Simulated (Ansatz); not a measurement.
Start from CaF2 in the fluorite structure (space group Fm-3m, No. 225).

Space group Fm-3m (No. 225); a = 5.5110 Å, b = 5.5110 Å, c = 5.5110 Å, α = 90.00°, β = 90.00°, γ = 90.00°

| atom | site | symmetry | x | y | z |
|---|---|---|---|---|---|
| Ca | 4a | m-3m | 0.0000 | 0.0000 | 0.0000 |
| F | 8c | -43m | 0.2500 | 0.2500 | 0.2500 |
(The calculation used a cell of 3 atoms; values per cell refer to that cell.)

Level of theory: Ansatz (a program for electronic structure), PBE, PAW, cutoff 420 eV, without spin-orbit coupling, earlier PAW set.

Before the change:

```
Quantity                   Value
---------------  ---------------
Gap character    indirect, X → Γ
Volume per atom         13.95 Å³
```

The change: a hydrostatic pressure of 50 GPa.

Task: Predict the new gap character.

Result: The gap character goes from indirect, X → Γ to direct at X.

Task: Predict the new volume per atom.

Result: The volume per atom decreases by 3.79 Å³, from 13.95 Å³ to 10.16 Å³.

Load acts through the strain it causes; cell and atoms are relaxed under it. Whether these cells are dynamically stable was not tested. Competing high-pressure phases were not computed.
